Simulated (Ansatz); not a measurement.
Consider SiC (space group P6_3mc, No. 186; a = 3.095 Å, c = 15.186 Å).

(Cell as relaxed with PBE.)

Levels (all Ansatz, a quantum-chemistry and plane-wave program, PAW, earlier PAW set): PBE (420 eV, spin-orbit coupling left out); PBEsol (420 eV, no SOC).

Each level relaxes its own structure.

| base | PBE | PBEsol |
|---|---|---|
| volume per atom | 10.50 Å³ | 10.34 Å³ |
| lattice parameter a | 5.849 bohr | 5.818 bohr |

Now apply this change: a hydrostatic pressure of 5 GPa.

```csv
quantity,PBE,PBEsol
c/a ratio,4.906,?
volume per atom,10.27 Å³,?
```

Question: Predict the PBEsol column.

Answer: 
- c/a ratio, PBEsol: 4.906
- volume per atom, PBEsol: 10.12 Å³

PBE's volume per atom lies 0.15 Å³ above PBEsol's (1.5 %); the two agree on the c/a ratio. Neither level is exact; PBEsol is the comparison here, not a measurement.

Load acts through the strain it causes; cell and atoms are relaxed under it. Stability against distortions was not tested. Competing high-pressure phases were not computed.
